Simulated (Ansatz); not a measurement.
# HgSe: pressure series

Base system: HgSe in the zinc blende structure (space group F-43m, No. 216).

```
CELL_PARAMETERS angstrom
      0.00000     3.12980     3.12980
      3.12980     0.00000     3.12980
      3.12980     3.12980     0.00000
ATOMIC_POSITIONS crystal
  Se 0.75000 0.75000 0.75000
  Hg 0.00000 0.00000 0.00000
```

Cell and atoms are relaxed at each pressure.

Level of theory: PBE, PAW, 420 eV (Ansatz, an electronic-structure program; scalar-relativistic without spin-orbit coupling), earlier PAW set.

```csv
pressure (GPa),volume per atom (Å³/atom)
-2,32.367
-1,?
0,30.658
0.9,30.059
2.1,29.335
4.5,28.154
15,24.886
22.5,23.426
30,22.313
```

**Question.** Fit the third-order Birch–Murnaghan form P(V) = (3B₀/2)[(V₀/V)^(7/3) − (V₀/V)^(5/3)]·[1 + (3/4)(B₀′ − 4)((V₀/V)^(2/3) − 1)] (squares taken in P) to the rows shown and predict the withheld row.

**Answer.** Least squares on the printed values gives V₀ = 30.665 Å³/atom, B₀ = 42.7 GPa, B₀′ = 5.0; this predicts 31.439 Å³/atom, and the run gives 31.448 Å³/atom, 0.009 higher.

Measured bulk modulus of HgSe: 50 GPa (temperature not stated; as listed in Cormac Toher et al., Physical Review Materials (2017)); the computed value is for a static lattice, so the two differ by thermal effects too.

Load acts through the strain it causes; cell and atoms are relaxed under it. Whether these cells are dynamically stable was not tested. Tetrahedral semiconductors of this kind turn to denser phases somewhere between about 1 and 50 GPa; those were not computed, so compressed cells here can lie past the real transition. The final runs are not spin-polarised.
